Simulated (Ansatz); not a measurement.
Start from SiO$_{2}$ in the rutile structure (space group P4_2/mnm, No. 136).

```
SiO2
1.0
    4.18520     0.00000     0.00000
    0.00000     4.18520     0.00000
    0.00000     0.00000     2.66883
Si O
2 4
Direct
  0.50000   0.50000   0.50000
  0.00000   0.00000   0.00000
  0.80610   0.80610   0.50000
  0.30610   0.69390   0.00000
  0.69390   0.30610   0.00000
  0.19390   0.19390   0.50000
```

All numbers come from r2SCAN (Ansatz, a first-principles code; PAW; 500 eV plane waves; spin-orbit coupling left out).

Before the change:

Volume per atom: 7.79 Å³
Valence-band top at Γ: 0.00, -0.88, -0.88 eV
Band gap: 6.51 eV

One thing is altered: a hydrostatic pressure of 4.5 GPa.

Estimate the effect on the volume per atom, valence-band top at Γ and band gap.

The volume per atom drops by 0.11 Å³ (7.79 Å³ → 7.68 Å³); the valence-band top at Γ (three highest levels, from the VBM) goes from 0.00, -0.88, -0.88 eV to 0.00, -0.89, -0.89 eV; the band gap grows by 0.233 eV (6.51 eV → 6.75 eV).

Load acts through the strain it causes; cell and atoms are relaxed under it. No phonon test of stability was made.
